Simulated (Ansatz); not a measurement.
# A computed series for AlPO4: pressure series

Start from AlPO$_{4}$ (space group I-4, No. 82; a = 5.034 Å, c = 7.408 Å).

Cell and atoms are relaxed at each pressure.

The values are results of PBEsol (Ansatz, an electronic-structure program, PAW, no spin-orbit coupling), not measurements.

Candidates:
(a) pressure 1.5 GPa
(b) pressure 5 GPa
(c) pressure 0.3 GPa
(d) pressure −1 GPa
(e) pressure 0.7 GPa

Base values:

- Band gap = 5.76 eV

Task: Order them by band gap, lowest first.

Result: (d) pressure −1 GPa (5.61 eV), (c) pressure 0.3 GPa (5.80 eV), (e) pressure 0.7 GPa (5.86 eV), (a) pressure 1.5 GPa (5.96 eV), (b) pressure 5 GPa (6.15 eV)

Load acts through the strain it causes; cell and atoms are relaxed under it. Whether these cells are dynamically stable was not tested. No other phases were tried under pressure.
